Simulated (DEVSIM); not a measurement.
Device: Au/Si3N4/p-Si capacitor, at 300 K.

```csv
layer (left to right),material,thickness (nm),Na (cm⁻³)
1,Si3N4,2.60,-
2,Si,16000,1.3e15
```

Metal gate on the left, work function 5.1 eV. Fixed charge at the semiconductor interface 0 cm⁻² (in units of +e); interface traps 1e12 cm⁻² eV⁻¹, uniform in energy, neutral level at 0.5 of the gap above the valence band.

The device is made up for the run: typed textbook-type constants, with dimensions and the other settings drawn at random. Values at 300 K.

| parameter | Si3N4 | Si |
|---|---|---|
| gap (eV) | 5.1 | 1.124 |
| affinity (eV) | 2.1 | 4.05 |
| permittivity | 7.5 | 11.7 |
| Nc (cm⁻³) | - | 2.86e19 |
| Nv (cm⁻³) | - | 3.1e19 |

DEVSIM, 1D Poisson equation in equilibrium, Boltzmann statistics, complete ionisation; no quantum confinement or tunnelling. Metal contacts follow the ideal Schottky-Mott rule: no Fermi-level pinning, no interface dipoles.

Task: Tabulate band edges, carrier densities and field at 0.6 V on the gate.

Result: Energies count from the Fermi level of the right contact; mesh points crowd at the junctions.

```json
[
 {"x (μm)": "0.000", "Ec (eV)": "2.400", "Ev (eV)": "-2.700", "n (cm⁻³)": "< 1e2", "p (cm⁻³)": "< 1e2", "field (V/cm)": "43000"},
 {"x (μm)": "0.001032", "Ec (eV)": "2.405", "Ev (eV)": "-2.696", "n (cm⁻³)": "< 1e2", "p (cm⁻³)": "< 1e2", "field (V/cm)": "43000"},
 {"x (μm)": "0.002104", "Ec (eV)": "2.409", "Ev (eV)": "-2.691", "n (cm⁻³)": "< 1e2", "p (cm⁻³)": "< 1e2", "field (V/cm)": "43000"},
 {"x (μm)": "0.003182", "Ec (eV)": "0.462", "Ev (eV)": "-0.662", "n (cm⁻³)": "5.0e11", "p (cm⁻³)": "2.3e8", "field (V/cm)": "12000"},
 {"x (μm)": "0.006957", "Ec (eV)": "0.467", "Ev (eV)": "-0.657", "n (cm⁻³)": "4.1e11", "p (cm⁻³)": "2.8e8", "field (V/cm)": "12000"},
 {"x (μm)": "0.01476", "Ec (eV)": "0.476", "Ev (eV)": "-0.648", "n (cm⁻³)": "2.9e11", "p (cm⁻³)": "4.0e8", "field (V/cm)": "12000"},
 {"x (μm)": "0.03252", "Ec (eV)": "0.497", "Ev (eV)": "-0.627", "n (cm⁻³)": "1.3e11", "p (cm⁻³)": "9.2e8", "field (V/cm)": "12000"},
 {"x (μm)": "0.09984", "Ec (eV)": "0.571", "Ev (eV)": "-0.553", "n (cm⁻³)": "7.2e9", "p (cm⁻³)": "1.6e10", "field (V/cm)": "10000"},
 {"x (μm)": "0.2390", "Ec (eV)": "0.696", "Ev (eV)": "-0.428", "n (cm⁻³)": "5.8e7", "p (cm⁻³)": "2.0e12", "field (V/cm)": "7500"},
 {"x (μm)": "0.5558", "Ec (eV)": "0.839", "Ev (eV)": "-0.285", "n (cm⁻³)": "230000", "p (cm⁻³)": "5.0e14", "field (V/cm)": "1900"},
 {"x (μm)": "1.340", "Ec (eV)": "0.863", "Ev (eV)": "-0.261", "n (cm⁻³)": "90000", "p (cm⁻³)": "1.3e15", "field (V/cm)": "≈ 0"},
 {"x (μm)": "4.238", "Ec (eV)": "0.863", "Ev (eV)": "-0.261", "n (cm⁻³)": "89000", "p (cm⁻³)": "1.3e15", "field (V/cm)": "≈ 0"},
 {"x (μm)": "9.475", "Ec (eV)": "0.863", "Ev (eV)": "-0.261", "n (cm⁻³)": "89000", "p (cm⁻³)": "1.3e15", "field (V/cm)": "≈ 0"},
 {"x (μm)": "13.30", "Ec (eV)": "0.863", "Ev (eV)": "-0.261", "n (cm⁻³)": "89000", "p (cm⁻³)": "1.3e15", "field (V/cm)": "≈ 0"},
 {"x (μm)": "15.15", "Ec (eV)": "0.863", "Ev (eV)": "-0.261", "n (cm⁻³)": "89000", "p (cm⁻³)": "1.3e15", "field (V/cm)": "≈ 0"},
 {"x (μm)": "15.64", "Ec (eV)": "0.863", "Ev (eV)": "-0.261", "n (cm⁻³)": "89000", "p (cm⁻³)": "1.3e15", "field (V/cm)": "≈ 0"},
 {"x (μm)": "15.85", "Ec (eV)": "0.863", "Ev (eV)": "-0.261", "n (cm⁻³)": "89000", "p (cm⁻³)": "1.3e15", "field (V/cm)": "≈ 0"},
 {"x (μm)": "15.94", "Ec (eV)": "0.863", "Ev (eV)": "-0.261", "n (cm⁻³)": "89000", "p (cm⁻³)": "1.3e15", "field (V/cm)": "≈ 0"},
 {"x (μm)": "15.98", "Ec (eV)": "0.863", "Ev (eV)": "-0.261", "n (cm⁻³)": "89000", "p (cm⁻³)": "1.3e15", "field (V/cm)": "≈ 0"},
 {"x (μm)": "15.99", "Ec (eV)": "0.863", "Ev (eV)": "-0.261", "n (cm⁻³)": "89000", "p (cm⁻³)": "1.3e15", "field (V/cm)": "≈ 0"},
 {"x (μm)": "16.00", "Ec (eV)": "0.863", "Ev (eV)": "-0.261", "n (cm⁻³)": "89000", "p (cm⁻³)": "1.3e15", "field (V/cm)": "≈ 0"},
 {"x (μm)": "16.00", "Ec (eV)": "0.863", "Ev (eV)": "-0.261", "n (cm⁻³)": "89000", "p (cm⁻³)": "1.3e15", "field (V/cm)": "≈ 0"}
]
```
